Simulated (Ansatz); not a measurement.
System: 1T (CdI2-type) PtTe2. Method: LDA (Ansatz, a program for electronic structure, PAW).

Numerical settings: plane-wave cutoff 520 eV, 18×18×12 k mesh (along the axes of the cell as run), Fermi–Dirac smearing 0.05 eV, scalar-relativistic PAW data made under PBE.

Cell (relaxed at this level):

```xyz
3
Lattice="2.0097 -3.4810 0.0000 2.0097 3.4810 0.0000 0.0000 0.0000 5.0939" Properties=species:S:1:pos:R:3 pbc="T T T"
Te     2.0097     1.1603     1.3406
Te     2.0097    -1.1603     3.7533
Pt     0.0000     0.0000     0.0000
```

Estimate the bulk modulus B0 and pressure derivative B′ of the bulk modulus that the calculation returns.


* **bulk modulus B0**: 66.3 GPa
* **pressure derivative B′ of the bulk modulus**: 9.5

The run finds no gap.

Note: the bulk modulus comes from volumes at which shape and atoms were relaxed.

Spin–orbit coupling is not included.

Computed values are for the static lattice.

The result took roughly 22 core-minutes.
